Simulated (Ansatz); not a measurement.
Candidate structures of LaWN₃, relaxed level by level: LaWN3 (Amm2, No. 38, 10 atoms in the cell; start mp-989626); LaWN3 (P2₁/m, No. 11, 10 atoms in the cell; start mp-989646); LaWN3 (P4mm, No. 99, 5 atoms in the cell; start mp-989497); LaWN3 (R3c, No. 161, 10 atoms in the cell; start mp-989524). Levels: LDA in Ansatz (plane waves, PAW), PBEsol (PAW; Ansatz, a first-principles code).

**Question.** Rank the structures in energy at 0 K, level by level.

**Answer.** Lowest: LDA, LaWN3 (R3c, No. 161, 10 atoms in the cell; start mp-989524); PBEsol, LaWN3 (R3c, No. 161, 10 atoms in the cell; start mp-989524). Energies above the lowest of these candidates, meV/atom:

```
structure                                                     LDA  PBEsol
------------------------------------------------------------  ---  ------
LaWN3 (R3c, No. 161, 10 atoms in the cell; start mp-989524)     0       0
LaWN3 (Amm2, No. 38, 10 atoms in the cell; start mp-989626)    18      18
LaWN3 (P4mm, No. 99, 5 atoms in the cell; start mp-989497)     27      25
LaWN3 (P2₁/m, No. 11, 10 atoms in the cell; start mp-989646)  124      91
```

All these levels agree on the lowest structure.

Static-lattice energies; unlike cells have unlike k meshes, which leaves some meV/atom of uncertainty, and other structures than these can lie lower.

Note: the relaxation could not lower the start's symmetry, so the cell can be a saddle point above a distorted one.

A start named mp-… is a Materials Project structure, which need not be a measured phase.
